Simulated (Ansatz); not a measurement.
PBE against r2SCAN: PbTe, electrons 3.0×10^21 cm⁻³

The reference is PbTe in the rock salt structure (space group Fm-3m, No. 225; a = 6.569 Å).

(Cell as relaxed with PBE.)

Levels (all Ansatz, a program for electronic structure, PAW): PBE (420 eV, no spin-orbit coupling); r2SCAN (500 eV, spin-orbit coupling left out).

Each level relaxes its own structure.

```json
[
 {"base": "volume per atom", "PBE": "35.43 Å³", "r2SCAN": "34.87 Å³"},
 {"base": "lattice parameter a", "PBE": "6.569 Å", "r2SCAN": "6.534 Å"},
 {"base": "band gap", "PBE": "0.83 eV", "r2SCAN": "1.09 eV"}
]
```

Modification: electrons 3.0×10^21 cm⁻³, on a uniform background at fixed cell.

| quantity | PBE | r2SCAN |
|---|---|---|
| gap character | direct at L | direct at L |
| Fermi level relative to the doped band's edge (positive inside the band; to 0.05 eV) | +0.60 eV | +0.50 eV |

PBE's Fermi level from band edge lies 0.10 eV above r2SCAN's; the two agree on the gap character. Neither level is exact; r2SCAN is the comparison here, not a measurement.

Carriers are added with a uniform compensating background; total energy and stress of such cells depend on the potential's zero and are not compared; many-body gap narrowing is missing at this level. With Pb and Te present, leaving out spin-orbit coupling can change the band edges. No phonon test of stability was made.
